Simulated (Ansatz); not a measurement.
Consider HfN in the rock salt structure (space group Fm-3m, No. 225; a = 4.502 Å; relaxed with 0.1 eV smearing). Axes: x, y, z lie along the cube axes.

The values are results of PBEsol (Ansatz, a quantum-chemistry and plane-wave program; PAW; 420 eV plane waves; spin-orbit coupling left out), not measurements.

Modification: a pure shear with ε_xy = ε_yx = 0.0143, atoms relaxed at fixed cell.

### Question
Predict the stress tensor and what it implies for the stiffness.

### Answer
Stress of the strained cell less that of the base (GPa, compression positive):
```
    0.1    -3.6     0.0
   -3.6     0.1     0.0
    0.0     0.0     0.0
```

Then −Δσ/γ with γ = 2ε = 0.0286 gives secant stiffness values (nonlinear terms included at this strain): C66 ≈ 125 GPa.

No phonon test of stability was made. All final runs are without spin polarisation.
